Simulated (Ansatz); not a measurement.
Take Hf in the hcp (Mg type) structure (space group P6_3/mmc, No. 194; a = 3.1581 Å, c = 5.0045 Å; relaxed with 0.1 eV smearing) as the base. Axes: x lies along a and z along c of the hexagonal cell.

Computed with Ansatz (a first-principles code), PBEsol, PAW, cutoff 420 eV, spin-orbit coupling left out.

Base values:

```
Quantity    Value
--------  -------
Pressure  0.0 GPa
```

It is then changed as follows: the cell is stretched by 2.50 % along z with no lateral relaxation, atoms relaxed at fixed cell.

Question: What does the calculation give for the pressure and energy relative to the base after the change?

Answer: The pressure (mean of the normal stresses, compression positive) goes from zero to -2.7 GPa; the energy grows by 8.2 meV/atom.

The cells carry an imposed strain or load. No phonon test of stability was made. The final runs are not spin-polarised.
